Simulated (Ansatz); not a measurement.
The parent structure is Os in the hcp (Mg type) structure (space group P6_3/mmc, No. 194; a = 2.7383 Å, c = 4.3159 Å).

Computed with r2SCAN, PAW, 500 eV (Ansatz, an electronic-structure program; scalar-relativistic without spin-orbit coupling).

For the base:

```
Property               Value
-------------------  -------
c/a ratio              1.576
Lattice parameter a  2.738 Å
```

It is then changed as follows: Ni takes the place of Os on all its sites; the structure is relaxed again.

Problem. How does this affect the c/a ratio and lattice parameter a?

Solution. The c/a ratio grows by 0.088, from 1.576 to 1.664; the lattice parameter a falls by 0.292 Å (2.738 Å → 2.446 Å).

Other magnetic orders, which the real material may have, were not ruled out. Stability against distortions was not tested. Spin-polarised in the final run: Ni; the other runs are not. This is not the structure that Ni has at room temperature and ambient pressure.
